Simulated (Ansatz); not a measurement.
**Several settings converged on YAl2 (R3m, 6 atoms in the cell)**

```xyz
6
Lattice="0.0000 3.9127 3.9127 3.9127 0.0000 3.9127 3.9127 3.9127 0.0000" Properties=species:S:1:pos:R:3 pbc="T T T"
Y      5.8979     5.8979     5.8979
Y      3.9127     3.9127     3.9127
Al     2.9345     0.9782     2.9345
Al     0.9782     0.9782     0.9782
Al     0.9782     2.9345     2.9345
Al     2.9345     2.9345     0.9782
```

Base method: PBEsol, default PAW files made with PBE (plane waves; Ansatz, a quantum-chemistry and plane-wave program).

Base settings: basis.ecutwfc = 420 eV; kpoints.mp_grid.grid = 7 7 7; hamiltonian.xc = pbesol; hamiltonian.pseudopotentials = {kind: paw} (the program's default PAW files); scf.occupations.method = fermi_dirac; scf.occupations.width = 0.1 eV.

The count of work is k-points × plane waves × bands × iterations; it is no time. Core times come from one kind of shared machine, to one figure; runs under 30 s give none.

**The cutoff for other potential files**

Level: DFT, PBEsol, plane waves, harder PAW files (source: ansatz) made with PBE.

In this ladder: hamiltonian.pseudopotentials = {kind: paw, source: ansatz}.

The second cell is the first with its lattice scaled by 0.98.

The mesh stays at the base's, so the ladder's end is converged at best in this setting alone.

The first pressure column holds Ansatz's estimate of the finite-basis (Pulay) stress, which hides part of the cutoff error; the other is without it.

Only quantities that move along the ladder and can be compared are tabulated.

| basis.ecutwfc | free energy less the last step's (meV/atom) | energy of the compressed cell less the first (meV/atom) | pressure (GPa) | pressure without the Pulay estimate (GPa) | count of work / last | core time / last (rough) |
|---|---|---|---|---|---|---|
| 405 eV | 2477.74 | 7.44 | -0.69 | -106.65 | 0.11 | – |
| 495 eV | 395.57 | 12.70 | -0.66 | -22.97 | 0.14 | – |
| 630 eV | 15.54 | 15.10 | -0.58 | -2.02 | 0.21 | – |
| 765 eV | 0.56 | 15.26 | -0.57 | -0.58 | 0.28 | – |
| 900 eV | 0.40 | 15.26 | -0.57 | -0.58 | 0.35 | 0.4 |
| 1080 eV | 0.23 | 15.26 | -0.57 | -0.57 | 0.46 | 0.6 |
| 1350 eV | 0.07 | 15.25 | -0.57 | -0.57 | 0.65 | 0.9 |
| 1800 eV | 0.00 | 15.25 | -0.57 | -0.57 | 1.0 | 1 |

Coarsest basis.ecutwfc that holds the pressure without the Pulay estimate within 0.1 GPa of the last step, with all finer ones: 765 eV, at 0.28 of the last step's count of work; the step before is off by 1.5 GPa.

Coarsest basis.ecutwfc that holds the pressure within 0.1 GPa of the last step, with all finer ones: 495 eV, at 0.14 of the last step's count of work; the step before is off by 0.12 GPa.

Coarsest basis.ecutwfc that holds the energy of the compressed cell less the first within 1 meV/atom of the last step, with all finer ones: 630 eV, at 0.21 of the last step's count of work; the step before is off by 2.6 meV/atom.

The energy difference between the two cells stays within 1 meV/atom of the last step's from 630 eV on, the total only from 765 eV on: much of the error is common to both cells and cancels.

At the lowest cutoff the pressure without the Pulay estimate lies 106 GPa under the last step's, the usual sign of Pulay stress in an incomplete plane-wave basis.

**The relaxed cell against the cutoff**

On YAl2 (Fd-3m, 6 atoms in the cell): atoms on their sites.

In this ladder: relax = cell and atoms.

The mesh stays at the base's, so the ladder's end is converged at best in this setting alone.

Only quantities that move along the ladder and can be compared are tabulated.

| basis.ecutwfc | relaxed volume (Å³/atom) | relaxation steps |
|---|---|---|
| 210 eV | 20.086 | 6 |
| 250 eV | 19.952 | 4 |
| 295 eV | 19.912 | 4 |
| 355 eV | 19.834 | 4 |
| 420 eV | 19.831 | 4 |
| 505 eV | 19.830 | 4 |
| 630 eV | 19.830 | 4 |
| 840 eV | 19.829 | 4 |

Coarsest basis.ecutwfc that holds the relaxed volume within 0.099 Å³/atom of the last step, with all finer ones: 295 eV; the step before is off by 0.12 Å³/atom.

At the lowest cutoff the cell relaxes to a volume 1.3 % larger than at the highest. Ansatz relaxes on a stress corrected for the finite basis.

On the base run: the starting cell comes from a database of computed structures (which also holds hypothetical and non-ambient phases and stackings), without a prior relaxation at this level. Its lattice was rescaled by up to half a per cent. One atom was moved a little off its site on purpose.

Keys are those of Ansatz 0.2.
